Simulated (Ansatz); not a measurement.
Take Na in the bcc (W type) structure (space group Im-3m, No. 229; a = 4.173 Å; relaxed with 0.1 eV smearing) as the base. Axes: x, y, z lie along the cube axes.

All numbers come from PBEsol, PAW, 420 eV (Ansatz, a program for electronic structure; no SOC).

Before the change:

```
Item                            Result
-----------------------------  -------
Shortest interatomic distance  3.614 Å
```

The change: biaxial strain −1.67 %, plane normal [111], relaxed out of plane (Cartesian); in-plane vectors clamped, the third vector and the atoms free.

Task: What happens to the out-of-plane strain?

Result: The out-of-plane strain amounts to +0.83 %.

Task: Estimate the effect on the in-plane stress.

Result: The mean in-plane stress (compression positive) amounts to +0.3 GPa.

Task: What does the calculation give for the shortest interatomic distance after the change?

Result: The shortest interatomic distance falls by 0.050 Å to 3.564 Å.

No phonon test of stability was made.
